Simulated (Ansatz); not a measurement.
Consider CdS in the zinc blende structure (space group F-43m, No. 216; a = 5.9266 Å).

It is then changed as follows: hydrostatic tension (pressure −1 GPa).

Levels (all Ansatz, an electronic-structure program, PAW): PBE (420 eV, no SOC); HSE06 (420 eV, no SOC).

The geometry is relaxed with PBE.

| Property | Value |
|---|---|
| PBE lowest conduction level above the VBM at special points | Γ 1.00 eV; L 2.90 eV; X 3.66 eV |

### Question
What does HSE06 give at this geometry for the lowest conduction level above the VBM at special points?

### Answer
The lowest conduction level above the VBM at special points goes from Γ 1.00 eV; L 2.90 eV; X 3.66 eV to Γ 1.99 eV; L 3.98 eV; X 4.55 eV.

Single points use the geometry relaxed with PBE. The levels and masses belong to the bands next to the band gap. Load acts through the strain it causes; cell and atoms are relaxed under it. Whether these cells are dynamically stable was not tested.
